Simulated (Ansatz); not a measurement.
## Lattice constant a of rock-salt alkali halides: PBEsol against PBE

Ansatz (plane waves, PAW); cells keep the symmetry of their structure type. Ansatz (a quantum-chemistry and plane-wave program) is a plane-wave DFT program; potentials: the later of its two PAW sets. Static lattice, each level relaxed to under 0.1 GPa.

Here x stands for PBE a and y for PBEsol less PBE.

| solid | PBE a (Å) | PBEsol less PBE (Å) |
|---|---|---|
| NaF | 4.701 | -0.072 |
| LiCl | 5.150 | -0.086 |
| LiBr | 5.511 | -0.100 |
| KCl | 6.382 | -0.138 |
| NaI | 6.528 | ? |
| KBr | 6.706 | -0.155 |

Fit y of the 5 rows that show it with a straight line. With u = x - 5.7, the rows have u = -0.9990, -0.5500, -0.1890, 0.6820, 1.0060. Means: u -0.010000, y -0.1102. About the means, the sum of products is -0.11743 and the sum of squares of u is 2.8129; the slope is their ratio. Least squares gives y = -0.1106 - 0.04175·u. Residuals (row less fit): -0.0031, 0.0016, 0.0027, 0.0011, -0.0024; standard error 0.0030 (degrees of freedom: 3). The slope is -0.0418 with a standard error of 0.0018.

Task: Predict the withheld y at x = 6.528 from the fit, and compare with the calculation.

Result: u = 0.8280, so y = -0.1106 - 0.04175 × 0.8280 = -0.1452 Å. The calculation gives -0.125 Å, 0.0202 Å above the prediction (24.3 % of the range of y in the table). The row lies between fitted rows. From the scatter of the fitted rows alone, a prediction at this place has a standard error of 0.0036 Å, so the miss is 5.6 times that.

The rows are a random draw from the solids of this series computed here; series whose standard error about the line passes 12 to 30 % of the range of y, or with no trend, aren't shown in this form.
